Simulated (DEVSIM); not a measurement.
System: CdS/CdTe n-p heterojunction, at 300 K.

Layer 1 from the left is CdS, thickness (μm) 0.0500, Nd (cm⁻³) 1e18, τn (s) 4.5e-9, τp (s) 4.5e-9. Layer 2 from the left is CdTe, thickness (μm) 0.110, Na (cm⁻³) 5e17, τn (s) 4.5e-9, τp (s) 4.5e-9.

Left contact: ohmic. Right contact: ohmic. Voltage is applied to the left contact. Recombination: SRH at mid-gap, radiative. Mobility is μmin + (μ − μmin)/(1 + (N/Nref)^α).

Constants are typed, rounded textbook-type inputs, not results; the design itself was drawn at random and stands for no fabricated device. Values at 300 K.

CdS: gap (eV) 2.4, affinity (eV) 4.3, permittivity 9, Nc (cm⁻³) 2.2e18, Nv (cm⁻³) 1.8e19, μn (cm²/Vs) 300, μp (cm²/Vs) 25, μn,min 30, μp,min 3, Nref,n 1e17, Nref,p 1e17, αn 0.6, αp 0.6, B (cm³/s) 1e-10. CdTe: gap (eV) 1.5, affinity (eV) 4.28, permittivity 10.2, Nc (cm⁻³) 8e17, Nv (cm⁻³) 1.8e19, μn (cm²/Vs) 1000, μp (cm²/Vs) 80, μn,min 100, μp,min 10, Nref,n 1e17, Nref,p 1e17, αn 0.6, αp 0.6, B (cm³/s) 1e-10.

DEVSIM, 1D drift-diffusion, Boltzmann statistics, complete ionisation; no tunnelling, impact ionisation, image-force lowering or self-heating. Band offsets follow the typed affinities; no thermionic-emission limit at abrupt steps, no polarisation charge.

Question: What does the simulation give for the dark forward voltage at 1 A/cm², the dark forward voltage at 100 A/cm², the potential step across the device at zero bias, the largest field in the device at zero bias?

Answer: dark forward voltage at 1 A/cm² 1.104 V; dark forward voltage at 100 A/cm² 1.225 V; potential step across the device at zero bias 1.367 V; largest field in the device at zero bias 440000 V/cm.
